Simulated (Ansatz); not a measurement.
Pressure series in hypothetical zinc blende TlBr

Start from TlBr in the zinc blende structure (space group F-43m, No. 216; a = 7.502 Å; a hypothetical phase, not in the database extracts checked).

Cell and atoms are relaxed at each pressure.

Levels (all Ansatz, a quantum-chemistry and plane-wave program, PAW): PBE (420 eV, no spin-orbit coupling); PBEsol (420 eV, without spin-orbit coupling).

The base cell above is that of PBE; each level relaxes its own structures.

```csv
case,"volume per atom, PBE","volume per atom, PBEsol"
pressure −1 GPa,59.69 Å³,53.68 Å³
pressure 1.8 GPa,46.81 Å³,44.01 Å³
pressure 4.2 GPa,42.25 Å³,40.14 Å³
pressure 9 GPa,37.11 Å³,35.56 Å³
pressure 18 GPa,31.97 Å³,30.87 Å³
pressure 30 GPa,28.17 Å³,27.32 Å³
pressure 45 GPa,25.19 Å³,24.46 Å³
pressure 60 GPa,23.13 Å³,22.52 Å³
```

PBE lies above PBEsol in every row, by 0.61 Å³ to 6.01 Å³. They put the cases in the same order.

A case with no gap was solved on a k-mesh chosen for an insulator, which is coarse for it. Load acts through the strain it causes; cell and atoms are relaxed under it. Stability against distortions was not tested. No other phases were tried under pressure. The final runs are not spin-polarised.
